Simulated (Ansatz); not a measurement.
**Several settings converged on CaSi (Cmcm, 4 atoms in the cell)**

```
CaSi
1.0
    2.28886    -5.37240     0.00000
    2.28886     5.37240     0.00000
    0.00000     0.00000     3.92493
Ca Si
2 2
Direct
  0.13851   0.86149   0.25000
  0.86149   0.13851   0.75000
  0.43155   0.56845   0.25000
  0.56845   0.43155   0.75000
```

Base method: LDA (PW92), default PAW files made with PBE (plane waves; Ansatz, a first-principles code).

Base settings: basis.ecutwfc = 420 eV; kpoints.mp_grid.grid = 8 8 9; hamiltonian.xc = lda; hamiltonian.pseudopotentials = {kind: paw} (the program's default PAW files); scf.occupations.method = fermi_dirac; scf.occupations.width = 0.1 eV.

Core times come from one kind of shared machine, to one figure; runs under 30 s give none.

**Zone-centre phonons against the cutoff**

In this ladder: phonons.method = dfpt.

The mesh stays at the base's, so the ladder's end is converged at best in this setting alone.

Frequencies are those of the unrelaxed cell, without the LO-TO term of polar crystals.

Only quantities that move along the ladder and can be compared are tabulated.

| basis.ecutwfc | highest zone-centre frequency (cm⁻¹) | lowest optical frequency (cm⁻¹) | core time / last (rough) |
|---|---|---|---|
| 210 eV | 369.1 | 142.5 | 0.2 |
| 250 eV | 359.6 | 136.3 | 0.2 |
| 295 eV | 351.1 | 133.8 | 0.4 |
| 355 eV | 353.9 | 135.6 | 0.5 |
| 420 eV | 354.1 | 135.4 | 0.5 |
| 505 eV | 354.0 | 135.4 | 0.8 |
| 630 eV | 354.0 | 135.4 | 1 |

Coarsest basis.ecutwfc that holds the highest zone-centre frequency within 5 cm⁻¹ of the last step, with all finer ones: 295 eV, at about 0.4 of the last step's time; the step before is off by 5.6 cm⁻¹.

Coarsest basis.ecutwfc that holds the lowest optical frequency within 5 cm⁻¹ of the last step, with all finer ones: 250 eV, at about 0.2 of the last step's time; the step before is off by 7.1 cm⁻¹.

**The force threshold of a relaxation**

On CaSi (Cm, 4 atoms in the cell): one atom moved by 0.15 angstrom.

In this ladder: relax = atoms.

The mesh stays at the base's, so the ladder's end is converged at best in this setting alone.

Only quantities that move along the ladder and can be compared are tabulated.

```tsv
relax.f_tol	free energy less the last step's (meV/atom)	largest force left (eV/Å)	relaxation steps	core time / last (rough)
0.2 eV/Å	0.50	0.0971	2	0.4
0.1 eV/Å	0.50	0.0970	3	0.5
0.05 eV/Å	0.00	0.0148	3	0.5
0.03 eV/Å	0.01	0.0153	3	0.4
0.02 eV/Å	0.01	0.0157	4	0.7
0.01 eV/Å	0.00	0.0004	4	0.7
0.005 eV/Å	0.00	0.0004	4	0.6
0.002 eV/Å	0.00	0.0005	5	0.9
0.001 eV/Å	0.00	0.0004	5	1
```

Coarsest relax.f_tol that holds the largest force left within 0.01 eV/Å of the last step, with all finer ones: 0.01 eV/Å; the step before is off by 0.015 eV/Å.

Coarsest relax.f_tol that holds the free energy within 0.1 meV/atom of the last step, with all finer ones: 0.05 eV/Å; the step before is off by 0.50 meV/atom.

Two neighbours can agree and both be off: 0.2 eV/Å and 0.1 eV/Å differ by 0.00 meV/atom in the free energy, yet lie about 0.50 meV/atom from the last step.

On the base run: the starting cell comes from a database of computed structures (which also holds hypothetical and non-ambient phases and stackings), without a prior relaxation at this level. Its lattice was rescaled by up to half a per cent. In the base run, with a pressure of about -4 GPa the cell is away from its equilibrium volume at this level.

Keys are those of Ansatz 0.2.
